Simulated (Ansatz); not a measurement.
# Mg under a change: uniaxial strain ε_zz = +3.00 %

The reference is Mg in the hcp (Mg type) structure (space group P6_3/mmc, No. 194; a = 3.1751 Å, c = 5.1628 Å; relaxed with 0.1 eV smearing). Axes: x lies along a and z along c of the hexagonal cell.

Perturbation: the cell is stretched by 3.00 % along z with no lateral relaxation, atoms relaxed at fixed cell.

Calculations: DFT with PBEsol, PAW potentials and a 420 eV plane-wave cutoff in Ansatz (a quantum-chemistry and plane-wave program), no SOC. Γ-centred 21×21×11 mesh, Fermi–Dirac width 0.1 eV.

The volume per atom goes up by 0.676 Å³ to 23.21 Å³ and the space group is still P6_3/mmc (No. 194). The shortest interatomic distance goes up by 0.009 Å, from 3.166 Å to 3.175 Å and the energy rises by 4.2 meV/atom. The pressure (mean of the normal stresses, compression positive) goes from zero to -1.0 GPa and the band gap is still zero. The stress (xx, yy, zz, yz, xz, xy; compression positive) amounts to (-0.5, -0.5, -1.9, 0.0, 0.0, 0.0) GPa.

Stability against distortions was not tested.
